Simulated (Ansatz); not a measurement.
# hypothetical P4_2/mnm BP with two functionals, holes 7.0×10^21 cm⁻³

The reference is BP (space group P4_2/mnm, No. 136; a = 5.569 Å, c = 3.205 Å; a hypothetical phase, not in the database extracts checked).

(Cell as relaxed with PBE.)

Levels (all Ansatz, a quantum-chemistry and plane-wave program, PAW): PBE (420 eV, without spin-orbit coupling); PBEsol (420 eV, scalar-relativistic without spin-orbit coupling).

Each level relaxes its own structure.

```tsv
base	PBE	PBEsol
volume per atom	12.42 Å³	12.19 Å³
lattice parameter a	5.569 Å	5.532 Å
band gap	0.48 eV	0.27 eV
```

The change: holes 7.0×10^21 cm⁻³, on a uniform background at fixed cell.

| quantity | PBE | PBEsol |
|---|---|---|
| gap between the host's bands | 0.65 eV | (withheld) |
| Fermi level relative to the doped band's edge (positive inside the band; to 0.05 eV) | +1.10 eV | (withheld) |
| shift of the gap caused by the change | +0.17 eV | (withheld) |
| gap character | indirect, Γ → Γ–Z (62 % along) | (withheld) |

Q: Predict the PBEsol column.

A: 
- gap between the host's bands, PBEsol: 0.44 eV
- Fermi level relative to the doped band's edge (positive inside the band; to 0.05 eV), PBEsol: +1.15 eV
- shift of the gap caused by the change, PBEsol: +0.17 eV
- gap character, PBEsol: indirect, Γ → Γ–Z (62 % along)

PBE's gap between the host's bands lies 0.21 eV above PBEsol's; PBE's Fermi level from band edge lies 0.05 eV below PBEsol's; the two agree on the shift of the gap caused by the change and gap character. Neither level is exact; PBEsol is the comparison here, not a measurement.

Charged cell with a jellium background: band edges are those of the host's band count, energies are not comparable with the neutral cell, and many-body gap narrowing is missing. Whether these cells are dynamically stable was not tested. A zero or small gap of BP can be the functional's error rather than a property of the material.
